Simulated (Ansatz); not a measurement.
**LiNbO2, carrier doping**

Base system: LiNbO$_{2}$ (space group P6_3/mmc, No. 194; a = 2.8921 Å, c = 10.3926 Å).

Carriers are added at fixed cell with a uniform background; the Fermi–Dirac width is that of 300 K.

Method: PBEsol (Ansatz, a first-principles code; PAW; 420 eV plane waves; spin-orbit coupling left out).

Notes on the quantities. Fermi level from band edge: Fermi level relative to the doped band's edge (positive inside the band; to 0.05 eV).

```tsv
variant	Fermi level from band edge	largest internal atomic displacement	gap between the host's bands	gap character
undoped	–	–	1.66 eV	direct at Γ
electrons 3.0×10^21 cm⁻³	+0.10 eV	0.020 Å	1.70 eV	direct at Γ
electrons 7.0×10^21 cm⁻³	+0.20 eV	0.047 Å	1.73 eV	–
electrons 1.0×10^22 cm⁻³	+0.30 eV	0.068 Å	1.74 eV	indirect, Γ → K–Γ (69 % along)
electrons 2.0×10^22 cm⁻³	+0.60 eV	0.133 Å	1.40 eV	indirect, K → k = (0.111, 0.111, 0) in the run's primitive reciprocal basis
holes 3.0×10^21 cm⁻³	+0.60 eV	0.018 Å	1.67 eV	direct at Γ
holes 7.0×10^21 cm⁻³	+0.95 eV	0.034 Å	1.66 eV	direct at Γ
holes 1.0×10^22 cm⁻³	+1.15 eV	0.043 Å	1.64 eV	direct at Γ
holes 2.0×10^22 cm⁻³	+1.50 eV	0.074 Å	1.37 eV	indirect, Γ → K
```

Carriers are added with a uniform compensating background; total energy and stress of such cells depend on the potential's zero and are not compared; many-body gap narrowing is missing at this level. Whether these cells are dynamically stable was not tested.
